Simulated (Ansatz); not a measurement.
Base system: Ru in the hcp (Mg type) structure (space group P6_3/mmc, No. 194; a = 2.691 Å, c = 4.249 Å; relaxed with 0.1 eV smearing).

The values are results of PBEsol/PAW in Ansatz (a quantum-chemistry and plane-wave program), without spin-orbit coupling, not measurements.

Strains are applied to the cell and any free atomic positions relax.

One change was made to it. Results:

The energy increases by 74 meV/atom; the pressure (mean of the normal stresses, compression positive) goes from zero to -21.4 GPa; the band gap is still zero.

**Question.** Which change produced these results?
A. isotropic strain +3.00 %
B. isotropic strain +2.50 %
C. isotropic strain −2.00 %
D. isotropic strain −3.00 %

**Answer.** B, isotropic strain +2.50 %. For comparison, the energy relative to the base in the other runs: isotropic strain −3.00 % gives +131 meV/atom; isotropic strain −2.00 % gives +56 meV/atom; isotropic strain +3.00 % gives +104 meV/atom.

Whether these cells are dynamically stable was not tested. All final runs are without spin polarisation.
